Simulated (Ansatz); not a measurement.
An Ansatz (a first-principles code) input (Ansatz, PBEsol, PAW, cutoff 420 eV, without spin-orbit coupling):

Ansatz 0.2 input:
```yaml
crystal:
  lattice:
    - [6.0164162532, 0, 0]
    - [0, 6.0164162532, 0]
    - [3.0082081266, -3.0082081266, 7.0479731633]
  atoms:
    - { symbol: Sr, position: [0.5, 0.5, 0] }
    - { symbol: Sr, position: [0.75, 0.75, 0.5] }
    - { symbol: Br, position: [0.7135178229, 0.2864821771, 0.5729643542] }
    - { symbol: Br, position: [0.9635178229, 0.5364821771, 0.0729643542] }
    - { symbol: Br, position: [0.5364821771, 0.9635178229, 0.9270356458] }
    - { symbol: Br, position: [0.2864821771, 0.7135178229, 0.4270356458] }
basis: { ecutwfc: 420, ecutrho_ratio: 4, xc_grid: 2, fft_grid_basis: typed }
kpoints: { mp_grid: { grid: [8, 8, 8] } }
hamiltonian:
  xc: pbesol
  dispersion: none
  pseudopotentials: { kind: paw }
scf: { occupations: { method: fermi_dirac, width: 0.05 } }
relax: { f_tol: 0.005, max_steps: 50, cell: { stress_tol: 0.01, fix: [a, b, gamma] } }
output: { forces: true, stress: true }
checkpoint: { write: state.ck, write_every: 1000 }
```

Question: Which symmetry and how many k-points will the program report, and about how many plane waves at Γ?

Answer: Space group I41/amd (ITA 141) with 16 operations, k-points 59 of 512, and 4975 plane waves at Γ.

Question: And the final pressure?

Answer: -0.33 GPa (compression positive).

The cells carry an imposed strain or load. No phonon test of stability was made. The cell was made from SrBr₂ in the anatase structure (space group I4_1/amd, No. 141; a hypothetical phase, not in the database extracts checked) by this change: biaxial strain +1.23 %, plane normal [001], relaxed out of plane.
